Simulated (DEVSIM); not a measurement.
Structure: abrupt Si n-p junction, at 300 K.

Layer 1 from the left is Si, thickness (μm) 67.0, Nd (cm⁻³) 1.1e18, τn (s) 2.4e-5, τp (s) 2.4e-5. Layer 2 from the left is Si, thickness (μm) 0.300, Na (cm⁻³) 5.9e16, τn (s) 2.4e-5, τp (s) 2.4e-5.

Left contact: ohmic. Right contact: ohmic. Voltage is applied to the left contact. Recombination: SRH at mid-gap. Mobility is constant in doping.

The device is made up for the run: typed textbook-type constants, with dimensions and the other settings drawn at random. Values at 300 K.

Si: gap (eV) 1.124, affinity (eV) 4.05, permittivity 11.7, Nc (cm⁻³) 2.86e19, Nv (cm⁻³) 3.1e19, μn (cm²/Vs) 1417, μp (cm²/Vs) 470.

Model (solved in DEVSIM): 1D drift-diffusion, Boltzmann statistics, complete ionisation; no tunnelling, impact ionisation, image-force lowering or self-heating.

Dark forward current:

```csv
|V| (V),|J| (A/cm²)
0.05,4.019e-9
0.10,3.079e-8
0.15,2.108e-7
0.20,1.424e-6
0.25,9.604e-6
0.30,6.476e-5
0.35,0.0004364
0.40,0.002939
0.45,0.01978
0.50,0.1329
0.55,0.8907
0.60,5.928
0.65,38.18
0.70,210.8
0.75,770.3
0.80,1772
0.85,3053
```

Question: Work out the local ideality factor n = ΔV / (kT/q · ln(J2/J1)) between the rows 0.15 and 0.20 V, 0.80 and 0.85 V.

Answer: kT/q = 25.85 mV. From 0.15 to 0.20 V: ln(1.424e-6/2.108e-7) = 1.910, n = 1.01, near the 1 of diffusion or emission over a barrier. From 0.80 to 0.85 V: ln(3053/1772) = 0.544, n = 3.56; the layers' resistance at their doping, Σ W/(qμN) = 3.4e-5 Ω cm², would take 43 mV of this step of 50 mV.

Question: Estimate the current at 0.40 V from the Shockley equation with J0 = Σ q ni² D/(N L) coth(W/L), τ joining the SRH, radiative and Auger lifetimes that are on, and W taken as the whole layer.

Answer: ni² = 1.16e20 cm⁻⁶; holes in the n layer: μ = 470 cm²/Vs, D = 12.1 cm²/s, τ = 2.40e-5 s, L = 171 μm, W/L = 0.39, term 3.22e-14 A/cm²; electrons in the p layer: μ = 1420 cm²/Vs, D = 36.6 cm²/s, τ = 2.40e-5 s, L = 296 μm, W/L = 0.0010, term 3.84e-10 A/cm². J0 = 3.84e-10 A/cm², and J = J0 exp(qV/kT) = 0.00202 A/cm². The simulation gives 0.00294 A/cm²; the estimate lies 31 % below. The estimate leaves out recombination in the depletion region and that region's share of W.
